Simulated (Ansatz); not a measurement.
# TlBiS2 under a change: isotropic strain −1.20 %

The reference is TlBiS2 (space group R-3m, No. 166; a = 4.0853 Å, c = 21.6959 Å (hexagonal axes)).

One thing is altered: the cell is scaled by 0.9880 in all directions, atoms relaxed at fixed cell.

Computed with Ansatz (a quantum-chemistry and plane-wave program) PBEsol, without spin-orbit coupling. k-mesh 9×9×9 (Γ-centred); smearing 0.05 eV (Fermi–Dirac).

```csv
quantity,base,changed,shift
volume per atom,26.13 Å³,25.20 Å³,-0.93 Å³
space group,R-3m (No. 166),R-3m (No. 166),–
shortest interatomic distance,2.830 Å,2.810 Å,-0.020 Å
energy relative to the base (free energy F),0 meV/atom,+5.3 meV/atom,+5.3 meV/atom
"pressure (mean of the normal stresses, compression positive)",0.0 GPa,1.9 GPa,+1.9 GPa
band gap,0.15 eV,zero,–
largest internal atomic displacement,–,0.025 Å,–
```

Final structure:

```xyz
4
Lattice="2.0182 1.1652 7.1452 -2.0182 1.1652 7.1452 0.0000 -2.3304 7.1452" Properties=species:S:1:pos:R:3 pbc="T T T"
Tl     0.0000     0.0000    10.7178
Bi     0.0000     0.0000     0.0000
S      0.0000     0.0000     5.5749
S      0.0000     0.0000    15.8607
```

With Bi and Tl present, leaving out spin-orbit coupling can change the band edges. Whether these cells are dynamically stable was not tested. The final runs are not spin-polarised. Gaps under 0.05 eV, about the width of the smearing, are given as zero. A zero or small gap of TlBiS2 can be the functional's error rather than a property of the material.
